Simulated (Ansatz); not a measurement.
GaP, response to strain

The reference is GaP in the zinc blende structure (space group F-43m, No. 216; a = 5.3914 Å). Axes: x, y, z lie along the cube axes.

Strains are applied to the cell and any free atomic positions relax; under biaxial strain the out-of-plane vector relaxes too.

Method: LDA, PAW, 420 eV (Ansatz, an electronic-structure program; no spin-orbit coupling).

Notes on the quantities. energy relative to the base: free energy F.

```json
[
 {"biaxial strain, plane normal [111], relaxed out of plane (%)": "-2.08", "energy relative to the base (meV/atom)": "11.4"},
 {"biaxial strain, plane normal [111], relaxed out of plane (%)": "-1.67", "energy relative to the base (meV/atom)": "7.3"},
 {"biaxial strain, plane normal [111], relaxed out of plane (%)": "-1.25", "energy relative to the base (meV/atom)": "?"},
 {"biaxial strain, plane normal [111], relaxed out of plane (%)": "-0.83", "energy relative to the base (meV/atom)": "1.8"},
 {"biaxial strain, plane normal [111], relaxed out of plane (%)": "-0.42", "energy relative to the base (meV/atom)": "0.4"},
 {"biaxial strain, plane normal [111], relaxed out of plane (%)": "0", "energy relative to the base (meV/atom)": "0.0"}
]
```

Question: Fit ΔE = Aε² + Bε³ (ε in %) to the rows shown and predict the withheld row.

Answer: Least squares on the printed values gives A = 2.55 and B = -0.041 meV/atom (largest residual 0.1 meV/atom); this predicts 4.1 meV/atom, and the run gives 4.1 meV/atom, in agreement.

Stability against distortions was not tested.
